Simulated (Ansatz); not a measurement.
Results of LDA in Ansatz (plane waves, PAW) for YGa (Cmcm, No. 63).

Settings: plane-wave cutoff 500 eV, 14×14×14 k mesh, Fermi–Dirac smearing 0.1 eV, scalar-relativistic PAW data made under PBE.

Computed at the level's own relaxed cell.

### Question
Estimate the volume per atom that the calculation returns.

### Answer

- volume per atom = 22.40 Å³/atom

The run finds no gap.

Note: the volume lies 6 % below that of the published cell.

Ansatz is a first-principles code.
